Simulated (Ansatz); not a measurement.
A self-consistent single point of Bi2TeSe2 (R3m, 5 atoms in the cell) with Ansatz (a program for electronic structure).

Method of the run: PBEsol, PAW files made with PBE (plane waves; Ansatz).

The change in words: lattice scaled by 0.98. Reference geometry:
```
CELL_PARAMETERS angstrom
      2.12181     1.22503    10.24649
     -2.12181     1.22503    10.24649
      0.00000    -2.45005    10.24649
ATOMIC_POSITIONS crystal
  Bi 0.60651 0.60651 0.60651
  Bi 0.39679 0.39679 0.39679
  Te 0.21496 0.21496 0.21496
  Se 0.00243 0.00243 0.00243
  Se 0.77932 0.77932 0.77932
```

Reference input (self-consistent single point, DFT, PBEsol, plane waves, PAW files made with PBE): kpoints.mp_grid.grid = 4 4 4; hamiltonian.xc = pbesol; hamiltonian.pseudopotentials = {kind: paw} (the program's default PAW files); scf.occupations.method = fermi_dirac; scf.occupations.width = 0.05 eV. This run's input differs from it in these lines:

```diff
@@ -3,5 +3,5 @@
   lattice:
-    - [2.121810, 1.225028, 10.246487]
-    - [-2.121810, 1.225028, 10.246487]
-    - [0.000000, -2.450055, 10.246487]
+    - [2.079374, 1.200527, 10.041557]
+    - [-2.079374, 1.200527, 10.041557]
+    - [0.000000, -2.401054, 10.041557]
   atoms:
```

The program printed (abridged):

```
SCF iter   1: F=—  HF=-42242.324565 eV  |F-HF|=—  |Δ(HF+E_count)|=         —  Δρ=3.35e-2  dr2=1.26e1  ethr=3.10e-3  ⟨swp⟩=10.3  Hψ=2859  notcnv=0  defer=3
all-band conjugate gradients solve this SCF's bands
preconditioner: auto → Resta (q_TF=auto, 2.445 Å⁻¹)
SCF iter   2: F=—  HF=-42240.702499 eV  |F-HF|=—  |Δ(HF+E_count)|=    1.62e0  Δρ=1.55e-2  dr2=4.78e-1  ethr=3.10e-3  ⟨swp⟩=4.7  Hψ=1294  notcnv=0  defer=17
   [... lines left out ...]
SCF iter   7: F=—  HF=-42240.587268 eV  |F-HF|=—  |Δ(HF+E_count)|=   6.44e-5  Δρ=1.14e-4  dr2=3.23e-5  ethr=2.99e-7  ⟨swp⟩=2.0  Hψ=1098  notcnv=0  defer=20
SCF iter   8: F=—  HF=-42240.587284 eV  |F-HF|=—  |Δ(HF+E_count)|=   1.60e-5  Δρ=3.83e-5  dr2=3.54e-6  ethr=4.15e-8  ⟨swp⟩=2.0  Hψ=1114  notcnv=0  defer=20
SCF iter   9: F=—  HF=-42240.587288 eV  |F-HF|=—  |Δ(HF+E_count)|=   3.76e-6  Δρ=1.07e-5  dr2=3.90e-7  ethr=4.53e-9  ⟨swp⟩=2.0  Hψ=1072  notcnv=0  defer=20
SCF iter  10: F=-42240.587288 eV  HF=-42240.587288 eV  |F-HF|=1.25e-8  |Δ(HF+E_count)|=   1.60e-7  Δρ=4.49e-6  dr2=4.51e-8  ethr=1.28e-10  ⟨swp⟩=13.9  Hψ=3240  notcnv=0
SCF 1 converged in 10 iterations: F = -42240.587288 eV  dr2 = 4.51e-8
Free energy (F): -42240.587288 eV
Internal energy: -42240.587123 eV  (E = F + TS)
E sigma→0 (E₀):  -42240.587206 eV
Entropy (-TS):   -0.000165 eV (-0.033 meV/atom)
Fermi energy:    8.943595 eV
--- Forces (eV/Å), atoms counted from 1 ---
  atom   1  Bi    -0.00000000    -0.00000000     0.33311943
  atom   2  Bi     0.00000000     0.00000000    -0.16224035
  atom   3  Te     0.00000000     0.00000000    -0.50505366
  atom   4  Se     0.00000000     0.00000000    -0.10605695
  atom   5  Se     0.00000000    -0.00000000     0.44023022
--- Stress (GPa, compression-positive) ---
        2.082890       0.000000       0.000000
        0.000000       2.082890       0.000000
        0.000000       0.000000       1.649991
  P = ⅓ Tr σ = 1.9386 GPa (19.386 kbar)
  The stress holds the Pulay correction. Without it, at fixed plane waves, as pw.x and ABINIT print it: P = 1.9225 GPa
```

The run converged in 10 iterations. Against the reference run the free energy goes up by 1.2 meV/atom, the pressure goes from -1.54 to 1.94 GPa, the largest force goes from 0.092 to 0.505 eV/Å and the gap on the mesh moves little (0.523 to 0.532 eV).

The starting cell comes from a database of computed structures (which also holds hypothetical and non-ambient phases and stackings), without a prior relaxation at this level. For this run, on top of that: lattice scaled by 0.98. Spin-orbit coupling is off. Ansatz's pressure includes its estimate of the finite-basis (Pulay) stress.

Keys are those of Ansatz 0.2.
